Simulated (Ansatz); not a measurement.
# Lattice parameter c of AlAs (model structure, from the WC type, P-6m2, No. 187) at several levels of theory

No measured value is used here.

```tsv
level (code)	value (Å)
PBE (Ansatz)	3.209
PBEsol (Ansatz)	3.186
PBE-D3(BJ) (Ansatz)	3.179
```

Ansatz's density-functional and Hartree–Fock values are scalar-relativistic unless marked +SOC, with PAW data made under PBE.

A model structure was made by putting elements into a prototype or built by hand; it is no filed structure, need not be a known phase, and can be a saddle point held by its symmetry.

Ansatz is a program for electronic structure.
